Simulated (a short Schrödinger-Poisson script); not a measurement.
Stack: MOS inversion layer, SiO2 on p-type Si(100), at 300 K.

From the gate side: 1.3 nm SiO2; 200 nm Si, acceptors 4.6e18 cm⁻³.

Constants are typed, rounded textbook-type inputs, not results; the design itself was drawn at random and stands for no fabricated device. SiO2: permittivity 3.9, conduction-band edge (eV) 3.15, gap (eV) 9, electron mass (mₑ) 0.5. Si: permittivity 11.7, conduction-band edge (eV) 0, gap (eV) 1.124, Nv at 300 K (cm⁻³) 3.1e19.

Channel valleys (confinement mass, in-plane density-of-states mass, number): Δ2 0.916, 0.19, 2; Δ4 0.19, 0.417, 4. At the gate the conduction-band edge of layer 1 lies 3.3 eV − eVg above the Fermi level of the channel; the field vanishes at the back. Gaps are held at their typed values at every temperature. Mesh 0.03 nm at interfaces.

Solved with a short Schrödinger-Poisson script written for these runs: 1D Poisson equation in equilibrium, electrons quantum, Hartree (BenDaniel-Duke, 12 states a valley, the channel's in-plane mass for all, wave functions free to enter the dielectric), parabolic valleys, classical holes, full ionisation, no traps, pinning or gate leakage.

```csv
Vg (V),electrons (cm⁻²),C (μF/cm²),Δ2 E0 (meV from the Fermi level),Δ4 E0 (meV from the Fermi level)
0.6,1.67e9,0.502,204.8,298.1
0.65,7.24e9,0.514,166.8,261.3
0.7,3.04e10,0.587,129.5,225.2
0.75,1.13e11,0.812,95.3,192.1
0.8,3.19e11,1.17,67.8,165.6
0.85,6.65e11,1.48,47.8,146.6
0.9,1.11e12,1.67,33.2,133.0
0.95,1.62e12,1.80,22.0,122.8
1,2.17e12,1.88,12.8,114.6
1.05,2.75e12,1.93,5.1,107.8
1.1,3.34e12,1.97,-1.7,102.0
1.15,3.95e12,2.01,-7.9,96.8
1.2,4.57e12,2.03,-13.5,92.1
1.25,5.20e12,2.05,-18.6,87.8
1.3,5.83e12,2.07,-23.5,83.9
```

Gate voltages with under 1e9 electrons/cm² are left out.

At Vg = 1.3 V the lowest Δ2 subband lies at -23.5 meV from the Fermi level. How many electrons does it hold, and what share of all?

The two-dimensional density of states is g m/(πħ²) = 1.59e11 cm⁻² meV⁻¹ (both spins), kT = 25.9 meV, so n = D kT ln(1 + exp(−E/kT)) = 5.12e12 cm⁻², 0.88 of the 5.83e12 cm⁻² in all.

Compare the slope of the sheet density between 1.2 and 1.3 V with the geometric capacitance of the layers between gate and channel.

q Δn/ΔV = 2.02 μF/cm²; ε0/Σ(t/ε) = 2.66 μF/cm². The ratio is 0.76: the channel acts as a further capacitance in series.
